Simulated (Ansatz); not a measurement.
**Cu2O, pressure series**

Base system: Cu$_{2}$O (space group Pn-3m, No. 224; a = 4.298 Å).

Cell and atoms are relaxed at each pressure.

Level of theory: PBE (Ansatz, a first-principles code, PAW, scalar-relativistic without spin-orbit coupling).

```json
[
 {"pressure (GPa)": "-2", "band gap (eV)": "0.44"},
 {"pressure (GPa)": "-1", "band gap (eV)": "0.46"},
 {"pressure (GPa)": "0", "band gap (eV)": "0.48"},
 {"pressure (GPa)": "0.3", "band gap (eV)": "0.48"},
 {"pressure (GPa)": "0.7", "band gap (eV)": "0.49"},
 {"pressure (GPa)": "1.5", "band gap (eV)": "0.50"},
 {"pressure (GPa)": "3", "band gap (eV)": "0.53"},
 {"pressure (GPa)": "5", "band gap (eV)": "?"},
 {"pressure (GPa)": "10", "band gap (eV)": "0.65"}
]
```

Problem. Fit E_g = E₀ + αP + βP² to the rows shown and predict the withheld row.

Solution. Least squares on the printed values gives E₀ = 0.48 eV, α = 17.6 meV/GPa, β = -0.028 meV/GPa² (largest residual 0.00 eV); this predicts 0.56 eV, and the run gives 0.57 eV, in agreement.

Load acts through the strain it causes; cell and atoms are relaxed under it. Stability against distortions was not tested. No other phases were tried under pressure. No Hubbard U is applied. The final runs are not spin-polarised.
